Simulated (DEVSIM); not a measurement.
## Si n-i-p diode

Structure: Si n-i-p diode, at 300 K.

| layer (left to right) | material | thickness (μm) | Nd (cm⁻³) | Na (cm⁻³) | τn (s) | τp (s) |
|---|---|---|---|---|---|---|
| 1 | Si | 0.230 | 4.7e17 | - | 2.2e-7 | 2.2e-7 |
| 2 | Si | 0.670 | - | 1.8e12 | 2.2e-7 | 2.2e-7 |
| 3 | Si | 0.860 | - | 2.5e17 | 2.2e-7 | 2.2e-7 |

Left contact: ohmic. Right contact: ohmic. Voltage is applied to the left contact. Recombination: SRH at mid-gap. Mobility is μmin + (μ − μmin)/(1 + (N/Nref)^α).

Constants are typed, rounded textbook-type inputs, not results; the design itself was drawn at random and stands for no fabricated device. Values at 300 K.

```
parameter           Si
-------------  -------
gap (eV)         1.124
affinity (eV)     4.05
permittivity      11.7
Nc (cm⁻³)      2.86e19
Nv (cm⁻³)       3.1e19
μn (cm²/Vs)       1417
μp (cm²/Vs)        470
μn,min              52
μp,min              45
Nref,n          9.7e16
Nref,p          2.2e17
αn                0.68
αp                0.72
```

DEVSIM, 1D drift-diffusion, Boltzmann statistics, complete ionisation; no tunnelling, impact ionisation, image-force lowering or self-heating.

| Item | Result |
|---|---|
| Potential step across the device at zero bias | 0.893 V |
| Dark forward voltage at 1 A/cm² | 0.635 V |
| Dark forward voltage at 100 A/cm² | 0.756 V |

Small-signal capacitance in reverse bias (quasi-static):

```tsv
V (V)	C (nF/cm²)
0.2	16.4
0.5	15.9
1	15.6
1.5	15.3
2	15.2
3	15.0
4	14.9
5	14.7
6.5	14.5
8	14.4
10	14.2
```

Dark reverse current:

```csv
V (V),J (A/cm²)
0.20,6.3e-8
0.50,1.1e-7
1.00,1.5e-7
1.50,1.8e-7
2.00,1.9e-7
3.00,2.1e-7
4.00,2.2e-7
5.00,2.3e-7
6.50,2.4e-7
8.00,2.5e-7
10.00,2.5e-7
```
